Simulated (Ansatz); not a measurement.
The parent structure is Mo in the bcc (W type) structure (space group Im-3m, No. 229; a = 3.151 Å; relaxed with 0.1 eV smearing).

Calculations: DFT with r2SCAN, PAW potentials and a 500 eV plane-wave cutoff in Ansatz (a first-principles code), no spin-orbit coupling.

Base values:

```
Item       Result
--------  -------
Pressure  0.0 GPa
```

Now apply this change: every lattice vector is stretched by 1.00 %, atoms relaxed at fixed cell.

### Question
What happens to the energy relative to the base?

### Answer
The energy increases by 12 meV/atom.

### Question
Estimate the effect on the pressure.

### Answer
The pressure goes from zero to -7.6 GPa.

The cells carry an imposed strain or load. Stability against distortions was not tested. The final runs are not spin-polarised.
